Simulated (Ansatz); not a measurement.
The starting structures come from a database of crystals and need not be the phases stable at ambient conditions.

**Evanescent states of Mg(ScSe₂)₂ (Fd-3m, spinel, not sure to be the ambient phase, 14 atoms a cell, 25.0 Å³ an atom) along the normal of (001)**

All values below come from r2SCAN (plane waves, PAW; Ansatz, a quantum-chemistry and plane-wave program).

No gap correction and no spin-orbit coupling; mid-gap values are interpolated between computed energies.

Energies count from the valence-band top; κ is the least over a 4×4 mesh across the current.

| E (eV) | κ (1/Å) | where |
|---|---|---|
| 0.04 | 0.055 | Γ |
| 0.14 | 0.093 | Γ |
| 0.23 | 0.118 | Γ |
| 0.32 | 0.137 | Γ |
| 0.41 | … | Γ |
| 0.49 | … | Γ |
| 0.58 | … | Γ |
| 0.68 | … | Γ |
| 0.77 | … | Γ |
| 0.85 | … | Γ |
| 0.94 | … | Γ |
| 1.03 | … | Γ |
| 1.12 | … | Γ |
| 1.22 | 0.175 | Γ |
| 1.30 | 0.153 | Γ |
| 1.40 | 0.123 | Γ |
| 1.49 | 0.073 | Γ |

### Question
Fill in the missing entries.

### Answer

- 0.41, κ (1/Å): 0.152
- 0.49, κ (1/Å): 0.165
- 0.58, κ (1/Å): 0.176
- 0.68, κ (1/Å): 0.185
- 0.77, κ (1/Å): 0.192
- 0.85, κ (1/Å): 0.197
- 0.94, κ (1/Å): 0.201
- 1.03, κ (1/Å): 0.200
- 1.12, κ (1/Å): 0.191
